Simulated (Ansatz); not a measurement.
The starting structures come from a database of crystals and need not be the phases stable at ambient conditions.

By PBEsol, the system below comes out a metal.

The ballistic (Sharvin) conductance counts the channels at the Fermi level: G/A = (e²/h) × channels of both spins per area.

Data:

```yaml
crystal:
  lattice:
    - [2.79914, 0.00000, 0.00000]
    - [0.00000, 4.83734, 0.00000]
    - [1.39957, 0.00000, 2.42413]
  atoms:
    - { symbol: Pt, position: [0.66667, 0.00000, 0.66667] }
    - { symbol: Au, position: [0.00000, 0.50000, 0.00000] }
```

Space group of this cell: P-6m2. The cell is taken as given; by PBEsol its mean pressure is -5.2 GPa.

The current flows along the normal of the first two printed cell vectors, the (100) plane of the conventional cell. No spin-orbit coupling; the value is a mean over 0.1 eV about the Fermi level.

Question: Compute, with PBEsol in Ansatz (an electronic-structure program), the ballistic conductance per area.

Answer: 0.94 × 10¹⁵ S/m² for both spins.
